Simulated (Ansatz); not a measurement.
**HfS2: response to strain**

Take HfS2 in the CdI2 type structure (space group P-3m1, No. 164; layered, stacked along the Cartesian z axis) as the base.

```xyz
3
Lattice="3.5475 0.0000 0.0000 -1.7737 3.0722 0.0000 0.0000 0.0000 5.5768" Properties=species:S:1:pos:R:3 pbc="T T T"
Hf     0.0000     0.0000     0.0000
S      1.7737     1.0241     1.4606
S      0.0000     2.0481     4.1163
```

Strains are applied to the cell and any free atomic positions relax.

Level of theory: PBEsol-D3(BJ), PAW, 420 eV (Ansatz, a first-principles code; spin-orbit coupling left out).

Notes on the quantities. energy relative to the base: free energy F.

| case | energy relative to the base | volume per atom | smallest direct gap |
|---|---|---|---|
| base | 0 meV/atom | 20.26 Å³ | 1.50 eV |
| isotropic strain −3.00 % | +30 meV/atom | 18.49 Å³ | – |
| isotropic strain −1.50 % | +7.1 meV/atom | 19.36 Å³ | 1.29 eV |
| isotropic strain −1.00 % | +3.1 meV/atom | 19.66 Å³ | 1.36 eV |
| isotropic strain −0.50 % | +0.8 meV/atom | 19.96 Å³ | 1.43 eV |
| isotropic strain +0.50 % | +0.7 meV/atom | 20.57 Å³ | 1.57 eV |
| isotropic strain +1.00 % | +2.9 meV/atom | 20.87 Å³ | 1.63 eV |
| isotropic strain +1.50 % | +6.4 meV/atom | 21.19 Å³ | 1.66 eV |
| isotropic strain +2.00 % | +11 meV/atom | 21.50 Å³ | 1.67 eV |
| isotropic strain +2.50 % | +17 meV/atom | 21.82 Å³ | 1.69 eV |

The mesh was chosen for an insulator and is coarse for the gapless case. Spin-orbit coupling, missing from the scalar runs, can matter with Hf. Stability against distortions was not tested. The final runs are not spin-polarised.
